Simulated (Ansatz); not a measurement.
A self-consistent single point of Co₃Mo (Amm2, 4 atoms in the cell) with Ansatz (a program for electronic structure).

Computed with PBEsol, PAW files made with PBE (plane waves; Ansatz).

```
CELL_PARAMETERS angstrom
      8.23925     0.00000     0.00000
      0.00000     1.31646     2.27350
      0.00000    -1.31646     2.27350
ATOMIC_POSITIONS crystal
  Co 0.00000 0.66704 0.66704
  Co 0.76402 0.33298 0.33298
  Co 0.23598 0.33298 0.33298
  Mo 0.50000 0.66700 0.66700
```

Reference input (self-consistent single point, DFT, LDA (PW92), plane waves, PAW files made with PBE): basis.ecutwfc = 420 eV; kpoints.mp_grid.grid = 4 12 12; hamiltonian.xc = lda; hamiltonian.pseudopotentials = {kind: paw} (the program's default PAW files); scf.occupations.method = gaussian; scf.occupations.width = 0.136 eV. This run's input differs from it in these lines:

Ansatz 0.2 input:
```diff
@@ -17,3 +17,3 @@
 hamiltonian:
-  xc: lda
+  xc: pbesol
   pseudopotentials:
```

The program printed (abridged):

```
SCF iter   1: F=—  HF=-20190.232097 eV  |F-HF|=—  |Δ(HF+E_count)|=         —  Δρ=4.32e-1  dr2=3.37e2  ethr=3.10e-3  ⟨swp⟩=4.3  Hψ=15365  notcnv=0
all-band conjugate gradients solve this SCF's bands
preconditioner: auto → Kerker (q_TF=auto, 2.857 Å⁻¹)
SCF iter   2: F=—  HF=-20178.394688 eV  |F-HF|=—  |Δ(HF+E_count)|=    1.18e1  Δρ=2.23e-1  dr2=3.82e1  ethr=3.10e-3  ⟨swp⟩=3.0  Hψ=10263  notcnv=0  defer=140
   [... lines left out ...]
SCF iter  10: F=—  HF=-20175.323947 eV  |F-HF|=—  |Δ(HF+E_count)|=   1.19e-5  Δρ=1.38e-4  dr2=8.07e-6  ethr=2.04e-7  ⟨swp⟩=1.0  Hψ=4978  notcnv=0  defer=50
SCF iter  11: F=—  HF=-20175.323943 eV  |F-HF|=—  |Δ(HF+E_count)|=   4.77e-6  Δρ=3.78e-5  dr2=6.60e-7  ethr=1.24e-8  ⟨swp⟩=1.0  Hψ=4996  notcnv=0  defer=50
SCF iter  12: F=—  HF=-20175.323942 eV  |F-HF|=—  |Δ(HF+E_count)|=   4.60e-8  Δρ=2.11e-5  dr2=1.90e-7  ethr=1.54e-10  ⟨swp⟩=7.5  Hψ=22820  notcnv=0
SCF iter  13: F=-20175.323942 eV  HF=-20175.323942 eV  |F-HF|=6.32e-8  |Δ(HF+E_count)|=   2.42e-8  Δρ=9.54e-6  dr2=5.97e-8  ethr=1.54e-10  ⟨swp⟩=4.2  Hψ=18432  notcnv=0
SCF 1 converged in 13 iterations: F = -20175.323942 eV  dr2 = 5.97e-8
Free energy (F): -20175.323942 eV
Internal energy: -20175.243237 eV  (E = F + TS)
E sigma→0 (E₀):  -20175.283590 eV
Entropy (-TS):   -0.080705 eV (-20.176 meV/atom)
Fermi energy:    18.569620 eV
--- Forces (eV/Å), atoms counted from 1 ---
  atom   1  Co     0.00000000     0.00000000    -0.00637632
  atom   2  Co    -0.24638452     0.00000000     0.00480081
  atom   3  Co     0.24638452     0.00000000     0.00480081
  atom   4  Mo     0.00000000     0.00000000    -0.00322648
--- Stress (GPa, compression-positive) ---
      -18.987261       0.000000       0.000000
        0.000000     -16.100890       0.000000
        0.000000       0.000000     -15.830503
  P = ⅓ Tr σ = -16.9729 GPa (-169.729 kbar)
  The stress holds the Pulay correction. Without it, at fixed plane waves, as pw.x and ABINIT print it: P = -17.0500 GPa
```

The run converged in 13 iterations. Against the reference run the pressure goes from -23.18 to -16.97 GPa and the largest force goes from 0.200 to 0.246 eV/Å.

The starting cell comes from a database of computed structures (which also holds hypothetical and non-ambient phases and stackings), without a prior relaxation at this level. Spin polarisation is off. With a pressure of about -17 GPa the cell is away from its equilibrium volume at this level. Ansatz's pressure includes its estimate of the finite-basis (Pulay) stress.

Cost on one core of a shared machine: roughly 30 s.
